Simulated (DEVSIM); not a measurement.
Device: abrupt Ge p-n junction, at 250 K.

| layer (left to right) | material | thickness (μm) | Nd (cm⁻³) | Na (cm⁻³) | τn (s) | τp (s) |
|---|---|---|---|---|---|---|
| 1 | Ge | 2.00 | - | 1.6e15 | 0.00038 | 0.00038 |
| 2 | Ge | 220 | 3.4e17 | - | 0.00038 | 0.00038 |

Left contact: ohmic. Right contact: ohmic. Voltage is applied to the left contact. Recombination: SRH at mid-gap. Mobility is μmin + (μ − μmin)/(1 + (N/Nref)^α).

The device is made up for the run: typed textbook-type constants, with dimensions and the other settings drawn at random. Values at 300 K; Nc and Nv go as T^1.5, mobilities as T to minus their exponent, the gap by Varshni's rule with the affinity fixed. The table also holds parameters that only a changed run uses.

```tsv
parameter	Ge
gap (eV)	0.664
affinity (eV)	4
permittivity	16
Nc (cm⁻³)	1.04e19
Nv (cm⁻³)	6e18
μn (cm²/Vs)	3900
μp (cm²/Vs)	1900
μn,min	150
μp,min	100
Nref,n	2.6e17
Nref,p	4e17
αn	0.56
αp	0.6
T exponent of μn	1.66
T exponent of μp	2.33
Cn (cm⁶/s)	1e-31
Cp (cm⁶/s)	1e-31
Varshni α (eV/K)	0.000477
Varshni β (K)	235
```

DEVSIM, 1D drift-diffusion, Boltzmann statistics, complete ionisation; no tunnelling, impact ionisation, image-force lowering or self-heating.

Base results: potential step across the device at zero bias (V) 0.444; dark forward voltage at 100 A/cm² (V) 0.343; largest field in the device at zero bias (V/cm) 27000.

Q: What follows from this one change: thickness of layer 1 2 → 1.2 μm?

A: potential step across the device at zero bias little changed (0.444 V); dark forward voltage at 100 A/cm² 0.343 → 0.329 V; largest field in the device at zero bias little changed (27000 V/cm).

Q: What follows from this one change: temperature 250 → 500 K?

A: potential step across the device at zero bias 0.444 → 0.124 V; dark forward voltage at 100 A/cm² 0.343 → 0.051 V; largest field in the device at zero bias 27000 → 32000 V/cm.

Q: What follows from this one change: doping Na of layer 1 1.6e+15 → 4.8e+16 cm^-3?

A: potential step across the device at zero bias 0.444 → 0.517 V; dark forward voltage at 100 A/cm² 0.343 → 0.419 V; largest field in the device at zero bias 27000 → 67000 V/cm.

Q: What follows from this one change: constant mobility in place of the doping-dependent one?

A: potential step across the device at zero bias little changed (0.444 V); dark forward voltage at 100 A/cm² 0.343 → 0.334 V; largest field in the device at zero bias little changed (27000 V/cm).
